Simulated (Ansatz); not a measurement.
Consider MgS in the rock salt structure (space group Fm-3m, No. 225; a = 5.1820 Å). Axes: x, y, z lie along the cube axes.

Perturbation: uniaxial stress, 3 GPa compression along z; all other stress components relax to zero.

Levels (all Ansatz, a quantum-chemistry and plane-wave program, PAW): PBEsol (420 eV, without spin-orbit coupling); PBEsol+SOC (420 eV, with spin-orbit coupling).

The geometry is relaxed with PBEsol.

PBEsol lowest conduction level above the VBM at special points: M 2.63 eV; X 2.76 eV; S 3.64 eV; S₀ 3.64 eV
PBEsol gap character: indirect, Γ → M

What does PBEsol+SOC give at this geometry for the hole mass, lowest conduction level above the VBM at special points and gap character?

The hole mass comes out as 0.86 mₑ along z, 0.39 mₑ across (at Γ); the lowest conduction level above the VBM at special points goes from M 2.63 eV; X 2.76 eV; S 3.64 eV; S₀ 3.64 eV to M 2.60 eV; X 2.73 eV; S 3.61 eV; S₀ 3.61 eV; the gap character remains indirect, Γ → M.

Single points use the geometry relaxed with PBEsol. Differences between runs with and without spin-orbit coupling are approximate. Load acts through the strain it causes; cell and atoms are relaxed under it. Masses are band curvatures over ±0.01 Å⁻¹ around the edge. Stability under load was not tested beyond the relaxation. Labels are those of the standard path for the cell's own space group.
